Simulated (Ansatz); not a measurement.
Base system: Ba in the bcc (W type) structure (space group Im-3m, No. 229; a = 5.069 Å).

Calculations: r2SCAN (Ansatz, a first-principles code; PAW; 500 eV plane waves; scalar-relativistic without spin-orbit coupling), earlier PAW set.

Base values:

| Quantity | Value |
|---|---|
| Shortest interatomic distance | 8.296 bohr |
| Magnetic state | not spin-polarised |
| Density | 3.50 g/cm³ |
| Largest site moment | 0.00 μB |

Now apply this change: Eu takes the place of Ba on all its sites; the structure is relaxed again.

**Question.** Estimate the effect on the shortest interatomic distance.

**Answer.** The shortest interatomic distance drops by 1.013 bohr to 7.283 bohr.

**Question.** How does this affect the magnetic state?

**Answer.** The magnetic state goes from not spin-polarised to ferromagnetic.

**Question.** Predict the new density.

**Answer.** The density grows by 2.23 g/cm³ (3.50 g/cm³ → 5.73 g/cm³).

**Question.** What happens to the largest site moment?

**Answer.** The largest site moment goes from zero to 7.32 μB.

Other magnetic orders, which the real material may have, were not ruled out. The state of the 4f shell was not checked for lower solutions. No phonon test of stability was made.
